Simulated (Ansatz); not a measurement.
# CdS under a change: S → Os

The parent structure is CdS in the zinc blende structure (space group F-43m, No. 216; a = 5.878 Å).

It is then changed as follows: every S is replaced by Os; the structure is relaxed again.

Method: plane-wave PAW DFT at the r2SCAN level (Ansatz, a first-principles code, 500 eV), no spin-orbit coupling. k-mesh 14×14×14 (Γ-centred); smearing 0.05 eV (Fermi–Dirac), for the changed cell.

The volume per atom rises by 0.99 Å³ (25.38 Å³ → 26.37 Å³) and the density rises by 4.80 g/cm³ (4.73 g/cm³ → 9.53 g/cm³). The lattice parameter a goes up by 0.075 Å to 5.953 Å and the space group remains F-43m (No. 216). The shortest interatomic distance goes up by 0.033 Å (2.545 Å → 2.578 Å) and the band gap becomes zero (base: 1.54 eV).

Final structure:

```yaml
crystal:
  lattice:
    - [0.00000, 2.97656, 2.97656]
    - [2.97656, 0.00000, 2.97656]
    - [2.97656, 2.97656, 0.00000]
  atoms:
    - { symbol: Os, position: [0.25000, 0.25000, 0.25000] }
    - { symbol: Cd, position: [0.00000, 0.00000, 0.00000] }
```

With Os present, leaving out spin-orbit coupling can change the band edges. Stability against distortions was not tested. As relaxed here, CdOs is a hypothetical phase, not in the database extracts checked. The final runs are not spin-polarised. CdOs has a high density of states at the Fermi level and may be magnetic at this level.
